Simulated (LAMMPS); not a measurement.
Consider a melt of Al (fcc) with 75 % of Al sites Cu, 2048 atoms, cooled from 1750 K to 300 K at 1e+14 K/s, at zero pressure in molecular dynamics.

Level of theory: classical MD, pair style eam/alloy, file AlCu.eam.alloy, run in LAMMPS.

**Question.** Give the most common Cu-Cu-Cu angle, the coordination number of Al by Al, the state found, the coordination number of Cu by Cu as this potential yields it.

**Answer.** most common Cu-Cu-Cu angle: in the 3° bin centred on 58.5° (mean of all 97°); coordination number of Al by Al: 2.87 (counted to 3.62 Å); state found: glass; coordination number of Cu by Cu: 9.1 (counted to 3.38 Å).
